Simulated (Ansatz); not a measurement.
The reference is SnSe2 in the CdI2 type structure (space group P-3m1, No. 164; layered, stacked along the Cartesian z axis).

SnSe$_{2}$ is taken in the trigonal space group P-3m1 (No. 164), the CdI2 type structure, Pearson symbol hP3. Lattice parameters: a = 3.7935 Å, b = 3.7935 Å, c = 5.7425 Å, α = 90.00°, β = 90.00°, γ = 120.00°. Sn on 1a has 6 Se at 2.704 Å (octahedral). Se on 2d is coordinated by 3 Sn at 2.704 Å (trigonal pyramidal). (Neighbours: up to the widest gap in distance over summed covalent radii, below 1.35, at either atom; cation-cation and far metal-metal contacts left out.)

Levels (all Ansatz, a quantum-chemistry and plane-wave program, PAW, earlier PAW set): PBEsol-D3(BJ) (420 eV, no spin-orbit coupling); r2SCAN (500 eV, no spin-orbit coupling); HSE06 (420 eV, no spin-orbit coupling); PBEsol+SOC (420 eV, spin-orbit coupling included); HSE06+SOC (420 eV, spin-orbit coupling included).

One geometry, relaxed with PBEsol-D3(BJ), under each level:

```csv
level,band gap
PBEsol-D3(BJ),zero
r2SCAN,0.37 eV
HSE06,[?]
PBEsol+SOC,zero
HSE06+SOC,[?]
```

Task: Give the withheld HSE06 and HSE06+SOC results.

Result: 
- HSE06, band gap: 0.68 eV
- HSE06+SOC, band gap: 0.66 eV

Single points use the geometry relaxed with PBEsol-D3(BJ). HSE06 gaps are upper bounds (no full band path). Differences between runs with and without spin-orbit coupling are approximate. No phonon test of stability was made. The runs without spin-orbit coupling are not spin-polarised. Gaps under 0.05 eV, about the width of the smearing, are given as zero. A zero or small gap of SnSe2 can be the functional's error rather than a property of the material.
